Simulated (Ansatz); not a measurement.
# A constructed model of the (100) surface of fcc Rh, a layer of Al in place of the second plane (bottom of the slab: a bare face, its two planes held)

Calculation: PBE (plane waves to 420 eV, PAW; Ansatz, a quantum-chemistry and plane-wave program).

Model: 6-atom slab, 9.3 Å thick at the start (thin: gaps and levels are the slab's own), 14x14x1 mesh, Fermi-Dirac 0.1 eV, dipole correction, 2 atoms held, the rest relaxed; symmetry of the start imposed; no spin, no spin-orbit, no U. It is one candidate, not shown to be the stable structure of the face.

- work function of the top face: 4.92 eV
- energy released by relaxation: 0.046 eV
- cost: around 2.9 core-minutes (rough)
